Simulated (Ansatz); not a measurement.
# Pressure series in V2O3

Consider V2O3 in the corundum structure (space group R-3c, No. 167; a = 4.7745 Å, c = 14.2288 Å (hexagonal axes); ferromagnetic).

Cell and atoms are relaxed at each pressure.

The values are results of Ansatz (a program for electronic structure) PBEsol, no SOC, not measurements.

Notes on the quantities. enthalpy: H = E + PV relative to the base's energy.

```json
[
 {"case": "base", "enthalpy": "–", "lattice parameter a": "477.5 pm"},
 {"case": "pressure 0.3 GPa", "enthalpy": "+0.02 eV/atom", "lattice parameter a": "(withheld)"},
 {"case": "pressure 0.7 GPa", "enthalpy": "+0.04 eV/atom", "lattice parameter a": "(withheld)"},
 {"case": "pressure 1.5 GPa", "enthalpy": "+0.09 eV/atom", "lattice parameter a": "476.3 pm"},
 {"case": "pressure 3 GPa", "enthalpy": "+0.17 eV/atom", "lattice parameter a": "(withheld)"},
 {"case": "pressure 5 GPa", "enthalpy": "+0.29 eV/atom", "lattice parameter a": "(withheld)"}
]
```

Question: Some entries are withheld; estimate them.

Answer: 
- pressure 0.3 GPa, lattice parameter a: 477.2 pm
- pressure 0.7 GPa, lattice parameter a: 476.9 pm
- pressure 3 GPa, lattice parameter a: 475.2 pm
- pressure 5 GPa, lattice parameter a: 473.8 pm

Other magnetic orders, which the real material may have, were not ruled out. Load acts through the strain it causes; cell and atoms are relaxed under it. Stability against distortions was not tested. No other phases were tried under pressure. No Hubbard U is applied, and correlation can decide whether such a compound is a metal. The base started in P-1 and relaxed to R-3c at this level.
